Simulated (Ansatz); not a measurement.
The starting structures come from a database of crystals and need not be the phases stable at ambient conditions.

 Where the default PAW files enter, the runs use the earlier of Ansatz's two default sets.

By PBEsol, the system below comes out a metal.

The ballistic (Sharvin) conductance counts the channels at the Fermi level: G/A = (e²/h) × channels of both spins per area.

Consider the following.

```xyz
1
Lattice="4.4471 0.0000 0.0000 -2.2235 3.8513 0.0000 2.2235 1.2838 0.9078" Properties=species:S:1:pos:R:3 pbc="T T T"
Pd     0.0000     0.0000     0.0000
```

Space group of this cell: Im-3m, bcc (W type). The cell is taken as given; by PBEsol its mean pressure is -9.9 GPa.

The current flows along the normal of the first two printed cell vectors, the (111) plane of the conventional cell. No spin-orbit coupling; the value is a mean over 0.1 eV about the Fermi level.

Predict the ballistic conductance per area from Ansatz (a quantum-chemistry and plane-wave program) with PBEsol.

1.7 × 10¹⁵ S/m² for both spins.
